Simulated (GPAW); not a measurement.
A self-consistent single point of Cs (Im-3m, 1 atom in the cell) with GPAW.

Method: LDA (Perdew-Wang 92), GPAW PAW datasets LDA (gpaw-data 1.0.1) (plane waves; GPAW).

```xyz
1
Lattice="-3.1597 3.1597 3.1597 3.1597 -3.1597 3.1597 3.1597 3.1597 -3.1597" Properties=species:S:1:pos:R:3 pbc="T T T"
Cs     0.0000     0.0000     0.0000
```

Reference input (self-consistent single point, DFT PBE, plane waves, GPAW PAW datasets PBE (gpaw-data 1.0.1)): mode = pw; ecut = 550 eV; xc = PBE; kpts = 6 6 6; mesh shift (steps) = 0 0 0; occupations.name = fermi-dirac; occupations.width = 0.05 eV; nbands = -5; convergence.forces = 0.001 eV/Å; symmetry.symmorphic = false; symmetry.tolerance = 0.0005; maxiter = 120. This run's input differs from it in these lines:

```diff
@@ -12,3 +12,3 @@
 calc = GPAW(mode=PW(550),
-            xc='PBE',
+            xc='LDA',
             kpts={'size': (6, 6, 6), 'gamma': True},
```

Its files differ too (potentials: GPAW PAW datasets LDA (gpaw-data 1.0.1)).

Output (repeated stretches shortened):

```
     iter     time        total  log10-change:
                         energy   eigst   dens  force
iter:   1 --:--:--    -1.258149
iter:   2 --:--:--    -1.216940   -2.11  -1.03
iter:   3 --:--:--    -0.922750   -1.65  -1.07
iter:   4 --:--:--    -0.925061   -3.29  -1.65
iter:   5 --:--:--    -0.953184   -2.59  -1.67
iter:   6 --:--:--    -0.916721   -2.56  -1.54
iter:   7 --:--:--    -0.916647   -4.30  -2.46
iter:   8 --:--:--    -0.916772c  -5.29  -2.60
iter:   9 --:--:--    -0.916641c  -4.23  -2.55
iter:  10 --:--:--    -0.916602c  -5.87  -2.95
iter:  11 --:--:--    -0.916600c  -5.78  -3.44
iter:  12 --:--:--    -0.916599c  -6.36  -3.45
iter:  13 --:--:--    -0.916598c  -7.60c -3.88
iter:  14 --:--:--    -0.916598c  -8.54c -4.29c
iter:  15 --:--:--    -0.916598c  -8.33c -4.34c -23.22c
Converged after 15 iterations.

Dipole moment: (-0.000000, -0.000000, -0.000000) |e|*Ang

Energy contributions relative to reference atoms: (reference = -211634.265266)

Kinetic:         -0.505479
Potential:       +0.462838
External:        +0.000000
XC:              -0.851460
Entropy (-ST):   -0.018068
Local:           -0.013464
SIC:             +0.000000
--------------------------
Free energy:     -0.925632
Extrapolated:    -0.916598

Showing only first 2 kpts
 Kpt  Band  Eigenvalues  Occupancy
  0     2     -9.25414    2.00000
  0     3     -9.25414    2.00000
  0     4     -0.19512    2.00000
  0     5      3.76604    0.00000

  1     2     -9.26282    2.00000
  1     3     -9.25409    2.00000
  1     4      0.08187    2.00000
  1     5      3.46509    0.00000

Fermi level: 1.39814

No gap
No difference between direct/indirect transitions
Energy (eV): -0.916598

Forces in eV/Ang:
  0 Cs   -0.00000    0.00000    0.00000

Stress tensor:
     0.002601    -0.000000    -0.000000
    -0.000000     0.002601     0.000000
    -0.000000     0.000000     0.002601
Stress (GPa, Voigt): [ 0.4167  0.4167  0.4167  0.     -0.     -0.    ]
```

The run converged in 15 iterations. GPAW prints stress with tension positive. Against the reference run the pressure goes from -0.12 to -0.42 GPa.

The starting cell comes from a database of computed structures (which also holds hypothetical and non-ambient phases and stackings), without a prior relaxation at this level. Its lattice was rescaled by a random factor within 2.5 % of one.
